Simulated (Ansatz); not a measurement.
Base system: W in the bcc (W type) structure (space group Im-3m, No. 229; a = 3.135 Å).

The values are results of Ansatz (a program for electronic structure), LDA, PAW, cutoff 420 eV, scalar-relativistic without spin-orbit coupling, not measurements.

For the base:

Lattice parameter a: 3.135 Å
Band gap: zero

Now apply this change: cell and atoms relaxed at a pressure of 0.9 GPa.

Task: Estimate the effect on the lattice parameter a and band gap.

Result: The lattice parameter a shrinks by 0.0028 Å to 3.133 Å; the band gap stays zero.

Load acts through the strain it causes; cell and atoms are relaxed under it. No phonon test of stability was made. The final runs are not spin-polarised.
